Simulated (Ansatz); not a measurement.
**A computed series for Te: pressure series**

Base system: Te (space group P3_121, No. 152; a = 4.6241 Å, c = 5.9034 Å; made of chains).

Cell and atoms are relaxed at each pressure.

Level of theory: Ansatz (a program for electronic structure) r2SCAN, no SOC.

Computed cases, in order: pressure −1 GPa; 0 GPa (base); pressure 0.3 GPa; pressure 0.7 GPa; pressure 1.5 GPa; pressure 7.5 GPa; pressure 10 GPa.

Q: Between which two neighbouring cases does the band gap open or close?

A: Between pressure 1.5 GPa (0.30 eV) and pressure 7.5 GPa (zero). The whole series: pressure −1 GPa: 1.04 eV; 0 GPa (base): 0.55 eV; pressure 0.3 GPa: 0.47 eV; pressure 0.7 GPa: 0.40 eV; pressure 1.5 GPa: 0.30 eV; pressure 7.5 GPa: zero; pressure 10 GPa: zero.

The mesh was chosen for an insulator and is coarse for the gapless case. Spin-orbit coupling, missing from the scalar runs, can matter with Te. Load acts through the strain it causes; cell and atoms are relaxed under it. Whether these cells are dynamically stable was not tested. Competing high-pressure phases were not computed. No dispersion term is included, though the crystal is made of layers, chains or molecules, so its spacings can come out too wide. The zero or small gap of Te under pressure 7.5 GPa and Te under pressure 10 GPa can change with the level of theory.
